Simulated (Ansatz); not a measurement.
Cell and atoms of amorphous Zn12As12Se36:

```xyz
60
Lattice="12.1504 -0.1716 -0.1092 -0.1716 11.3115 0.4838 -0.1092 0.4838 11.1514" Properties=species:S:1:pos:R:3 pbc="T T T"
Zn     0.9201     5.9567     2.7476
Zn     4.8093     3.2814     9.6455
Zn    10.0161     2.7843     6.5172
Zn     1.2617     3.1092     8.3126
Zn     3.7851     3.0134     6.6842
Zn    10.3158     8.1354     7.8352
Zn     9.7657    10.7856     2.4287
Zn    10.6210     1.0163     9.8597
Zn     9.0336     4.1508     9.1889
Zn     0.1442     0.6807     5.0255
Zn     4.1700    10.0687     6.2610
Zn     7.2396     1.4284     3.3885
As    11.9567     6.3078     5.5822
As     0.3490     2.7291     0.9667
As     3.3264     0.9324     2.9022
As     4.4370     4.8569     3.2899
As     7.1853     4.0483     5.9747
As     4.6788    11.2168     9.4523
As     6.7346     7.9102     7.1914
As    11.6271     8.5048    10.9726
As     5.6846     9.8609     2.4854
As    10.1129     4.8559     1.4781
As     7.2286     4.8782     1.2156
As     3.1607     7.6363     1.3216
Se     4.3988     8.1153     7.6688
Se    10.2067     1.7607     0.9563
Se     6.1654     5.8445     4.7027
Se     4.8958     8.3527    10.7875
Se     2.1825     5.5544     0.7074
Se     0.9451     0.8295     2.5333
Se     0.0961     6.7163     8.0232
Se     6.8002     9.2430     4.5307
Se     3.1818     4.6024     8.3611
Se     5.6909     3.1414     2.0284
Se     0.9860    10.2196     6.9817
Se    11.4426    10.2314     8.5553
Se     4.2737     1.2190    10.8423
Se     8.8993     1.8399     8.4203
Se     1.9497     6.9015     4.7465
Se     7.5414     0.2067     1.3273
Se     0.8279     1.6737    10.1425
Se     8.2156     8.0363     9.2592
Se     9.8599    10.1317    11.3919
Se     3.0324     3.1279     4.3796
Se     6.7776     4.8674    10.0868
Se    10.0677     8.2572     5.3238
Se     5.7316     1.8024     7.5809
Se     8.7012     3.0626     4.3408
Se     9.0864     5.2499     6.8960
Se    11.5791     3.8755     3.1592
Se     2.9892     0.4283     7.2179
Se    10.0054    10.6423     4.8475
Se     2.7968    10.0297     4.2829
Se    10.9308     7.0958     2.0724
Se    10.8998     5.1792    10.3842
Se     1.5597     9.3705     0.7107
Se     6.2774    11.2944     5.7592
Se     7.6442    10.0413     7.9562
Se     6.4891     7.7503     1.5110
Se     0.1918     2.8877     6.1143
```

The numbers are results of PBE-D3(BJ), scalar-relativistic without spin-orbit coupling, PAW (Ansatz default set, large-core Se) (plane waves to 420 eV; Ansatz, a program for electronic structure), not measurements.

The cell was made by melting and quenching with the CHGNet potential and then relaxed with DFT. The hot cell started wider than the set density and was brought back towards it in steps. It is the lowest in DFT energy of 3 quenches. It is a model cell: composition and starting density were chosen by hand, and all elements were melted together. The geometry includes D3(BJ) dispersion. Its density started from a set value of 4.51 and ended at 4.91 g/cm³. Cooling (nominally 79 K/ps over its main leg) ran many orders faster than in experiment, which tends to leave more defects and strain. Values belong to this one cell and scatter from quench to quench. Volume and shape were free in the relaxation.

Bonds are counted up to Zn-Zn 2.93 Å, Zn-As 2.89 Å, Zn-Se 3.00 Å, As-As 2.86 Å, As-Se 2.82 Å, Se-Se 2.76 Å.

### Question
Give the coordination numbers, mean bond lengths and angles.

### Answer

```yaml
Mean coordination of Zn: 4.00 (1 with 3, 10 with 4, 1 with 5)
Mean coordination of As: 3.00 (1 with 2, 10 with 3, 1 with 4)
Mean coordination of Se: 2.67 (13 with 2, 22 with 3, 1 with 4)
Mean Zn-Se bond: 2.505 Å (spread 0.108 Å, 48 counted)
Mean As-Se bond: 2.474 Å (spread 0.099 Å, 36 counted)
Mean Se-Se bond: 2.436 Å (spread 0.033 Å, 6 counted)
Bond angle at Zn: mean 108.2°, spread 15.8°
Bond angle at As: mean 98.6°, spread 17.2°
Bond angle at Se: mean 98.6°, spread 16.6°
```

### Question
List the pairs of like atoms that count as bonded by the rules above.

### Answer
Se28-Se59 (2.39 Å), Se32-Se57 (2.45 Å), Se35-Se36 (2.39 Å), Se35-Se51 (2.49 Å), Se42-Se58 (2.46 Å), Se46-Se52 (2.43 Å).
